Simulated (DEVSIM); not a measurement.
Structure: GaP n-p junction from an implanted or diffused profile, at 300 K.

```csv
layer (left to right),material,thickness (μm),Na (cm⁻³),τn (s),τp (s)
1,GaP,47.0,5.1e16,2.1e-7,2.1e-7
```

Added donor profile: 5.6e18 cm⁻³ × exp(−(x − 0.13 μm)²/(2·(0.099 μm)²)). Left contact: ohmic. Right contact: ohmic. Voltage is applied to the left contact. Recombination: SRH at mid-gap, radiative. Mobility is μmin + (μ − μmin)/(1 + (N/Nref)^α).

This is a model device: material constants are rounded textbook-type values typed into the input, and sizes, dopings and lifetimes were drawn at random. Values at 300 K.

| parameter | GaP |
|---|---|
| gap (eV) | 2.26 |
| affinity (eV) | 3.8 |
| permittivity | 11.1 |
| Nc (cm⁻³) | 1.8e19 |
| Nv (cm⁻³) | 1.9e19 |
| μn (cm²/Vs) | 250 |
| μp (cm²/Vs) | 150 |
| μn,min | 10 |
| μp,min | 10 |
| Nref,n | 4.4e18 |
| Nref,p | 1e18 |
| αn | 0.8 |
| αp | 0.85 |
| B (cm³/s) | 1e-13 |

Model (solved in DEVSIM): 1D drift-diffusion, Boltzmann statistics, complete ionisation; no tunnelling, impact ionisation, image-force lowering or self-heating.

Problem. Tabulate band edges, carrier densities and field at -2.05 V on the left contact.

Solution. Energies count from the Fermi level of the right contact; mesh points crowd at the junctions.

```json
[
 {"x (μm)": "0.000", "Ec (eV)": "2.103", "Ev (eV)": "-0.157", "n (cm⁻³)": "2.3e18", "p (cm⁻³)": "< 1e2", "field (V/cm)": "-3400"},
 {"x (μm)": "0.02468", "Ec (eV)": "2.095", "Ev (eV)": "-0.165", "n (cm⁻³)": "3.1e18", "p (cm⁻³)": "4.1e13", "field (V/cm)": "-2800"},
 {"x (μm)": "0.05593", "Ec (eV)": "2.088", "Ev (eV)": "-0.172", "n (cm⁻³)": "4.2e18", "p (cm⁻³)": "9.1e13", "field (V/cm)": "-2000"},
 {"x (μm)": "0.09549", "Ec (eV)": "2.082", "Ev (eV)": "-0.178", "n (cm⁻³)": "5.2e18", "p (cm⁻³)": "1.6e14", "field (V/cm)": "-920"},
 {"x (μm)": "0.1669", "Ec (eV)": "2.082", "Ev (eV)": "-0.178", "n (cm⁻³)": "5.2e18", "p (cm⁻³)": "3.6e14", "field (V/cm)": "980"},
 {"x (μm)": "0.2360", "Ec (eV)": "2.095", "Ev (eV)": "-0.165", "n (cm⁻³)": "3.1e18", "p (cm⁻³)": "8.3e14", "field (V/cm)": "2800"},
 {"x (μm)": "0.3181", "Ec (eV)": "2.128", "Ev (eV)": "-0.132", "n (cm⁻³)": "8.7e17", "p (cm⁻³)": "3.3e15", "field (V/cm)": "5200"},
 {"x (μm)": "0.4310", "Ec (eV)": "2.198", "Ev (eV)": "-0.062", "n (cm⁻³)": "5.9e16", "p (cm⁻³)": "4.9e16", "field (V/cm)": "4100"},
 {"x (μm)": "0.5181", "Ec (eV)": "2.211", "Ev (eV)": "-0.049", "n (cm⁻³)": "3.5e16", "p (cm⁻³)": "8.2e16", "field (V/cm)": "260"},
 {"x (μm)": "0.6123", "Ec (eV)": "2.212", "Ev (eV)": "-0.048", "n (cm⁻³)": "3.3e16", "p (cm⁻³)": "8.4e16", "field (V/cm)": "≈ 0"},
 {"x (μm)": "0.8074", "Ec (eV)": "2.212", "Ev (eV)": "-0.048", "n (cm⁻³)": "3.3e16", "p (cm⁻³)": "8.4e16", "field (V/cm)": "≈ 0"},
 {"x (μm)": "1.571", "Ec (eV)": "2.211", "Ev (eV)": "-0.049", "n (cm⁻³)": "3.1e16", "p (cm⁻³)": "8.2e16", "field (V/cm)": "-10"},
 {"x (μm)": "3.207", "Ec (eV)": "2.209", "Ev (eV)": "-0.051", "n (cm⁻³)": "2.8e16", "p (cm⁻³)": "7.9e16", "field (V/cm)": "-11"},
 {"x (μm)": "7.301", "Ec (eV)": "2.204", "Ev (eV)": "-0.056", "n (cm⁻³)": "2.1e16", "p (cm⁻³)": "7.2e16", "field (V/cm)": "-14"},
 {"x (μm)": "23.50", "Ec (eV)": "2.173", "Ev (eV)": "-0.087", "n (cm⁻³)": "8.0e15", "p (cm⁻³)": "5.9e16", "field (V/cm)": "-23"},
 {"x (μm)": "37.43", "Ec (eV)": "2.137", "Ev (eV)": "-0.123", "n (cm⁻³)": "3.4e15", "p (cm⁻³)": "5.4e16", "field (V/cm)": "-29"},
 {"x (μm)": "43.11", "Ec (eV)": "2.119", "Ev (eV)": "-0.141", "n (cm⁻³)": "1.7e15", "p (cm⁻³)": "5.3e16", "field (V/cm)": "-31"},
 {"x (μm)": "45.43", "Ec (eV)": "2.112", "Ev (eV)": "-0.148", "n (cm⁻³)": "7.5e14", "p (cm⁻³)": "5.2e16", "field (V/cm)": "-32"},
 {"x (μm)": "46.53", "Ec (eV)": "2.108", "Ev (eV)": "-0.152", "n (cm⁻³)": "2.4e14", "p (cm⁻³)": "5.1e16", "field (V/cm)": "-33"},
 {"x (μm)": "46.83", "Ec (eV)": "2.107", "Ev (eV)": "-0.152", "n (cm⁻³)": "9.1e13", "p (cm⁻³)": "5.1e16", "field (V/cm)": "-33"},
 {"x (μm)": "46.95", "Ec (eV)": "2.107", "Ev (eV)": "-0.153", "n (cm⁻³)": "2.8e13", "p (cm⁻³)": "5.1e16", "field (V/cm)": "-33"},
 {"x (μm)": "47.00", "Ec (eV)": "2.107", "Ev (eV)": "-0.153", "n (cm⁻³)": "< 1e2", "p (cm⁻³)": "5.1e16", "field (V/cm)": "-33"}
]
```
